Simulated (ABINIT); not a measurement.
**Pressure against volume in fcc Pt (space group 225) (ABINIT, LDA)**

```
Pt
1.0
    0.00000     1.88377     1.88377
    1.88377     0.00000     1.88377
    1.88377     1.88377     0.00000
Pt
1
Direct
  0.00000   0.00000   0.00000
```

Level of theory: LDA (PW92), norm-conserving pseudopotentials (PseudoDojo nc-sr-04 LDA standard) (plane waves; ABINIT 10.0.3). Settings: pseudos = [Pt.upf]; ecut = 55 Ha; ixc = 7; occopt = 3; tsmear = 0.05 eV; ngkpt = 26 26 26; nshiftk = 1; shiftk = 0 0 0; potentials = PseudoDojo nc-sr-04 LDA standard; nband = 14; kptopt = 1; nstep = 60; toldfe = 1e-09 Ha. The cell above is the first row's. The rows scale it uniformly. In all rows the k mesh is held.

| V (Å^3/atom) | P (GPa) |
|---|---|
| 13.369 | ? |
| 13.660 | 28.37 |
| 13.951 | 19.34 |
| 14.241 | 11.36 |
| 14.532 | 4.31 |
| 14.823 | -1.92 |
| 15.113 | -7.41 |
| 15.404 | -12.26 |
| 15.695 | -16.52 |

Taking a cubic for P over the 8 complete rows: With u = V - 14.7, the rows have u = -1.0400, -0.7490, -0.4590, -0.1680, 0.1230, 0.4130, 0.7040, 0.9950. Least squares gives P = 0.605 - 21.2009·u + 4.6271·u² - 0.6281·u³. Residuals (row less fit): 0.005, -0.004, -0.012, 0.010, 0.014, -0.004, -0.014, 0.008; standard error 0.013 (degrees of freedom: 4). The fitted pressure is zero at V0 = 14.73, where dP/dV = -20.94, so B0 = -V0·dP/dV = 308 GPa.

Estimate the missing P (V = 13.369); what did the run itself give?

u = -1.3310, so P = 0.605 - 21.2009 × (-1.3310) + 4.6271 × (-1.3310)² - 0.6281 × (-1.3310)³ = 38.502 GPa. The calculation gives 38.58 GPa, 0.078 GPa above the prediction (0.1 % of the range of P in the table). The row lies outside the fitted rows, so this is an extrapolation. From the scatter of the fitted rows alone, a prediction at this place has a standard error of 0.036 GPa, so the miss is 2.2 times that.

Carrying the step between the two nearest rows on in a straight line would have given 37.40, off by 1.18; series whose last step already gives the withheld value aren't shown. The scan was laid around a cell of about the measured size, scaled by a guess for this functional. Spin polarisation is off. Spin-orbit coupling is off. Cutoffs and mesh are single choices, not tested for convergence of this quantity. Series with a scatter that would blur these digits, or in which a gap closes, are not shown.
